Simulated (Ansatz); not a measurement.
# A constructed model of the (111)A surface of zinc-blende ZnS, Zn-terminated, 2x2 Al adatom at T4 (bottom of the slab: 2 H on 4 bottom sites)

Calculation: PBE (plane waves to 420 eV, PAW; Ansatz, an electronic-structure program).

Model: 35-atom slab, 13.2 Å thick at the start with caps and adatoms (thin: gaps and levels are the slab's own), 3x3x1 mesh, Fermi-Dirac 0.025 eV, dipole correction, 8 atoms held, the rest relaxed; symmetry of the start imposed; spin-polarised, ending with about 1.0 μB a cell; orders that need a larger cell were not tried, no spin-orbit, no U. It is one candidate, not shown to be the stable structure of the face.

```json
{
 "gap_of_the_slab_on_its_k_mesh": "0.50 eV",
 "highest_filled_level_below_the_top_vacuum_level": "4.37 eV",
 "energy_released_by_relaxation": "1.73 eV",
 "magnetic_moment_of_the_cell": "1.00 μB",
 "cost": "very roughly 50 core-minutes"
}
```
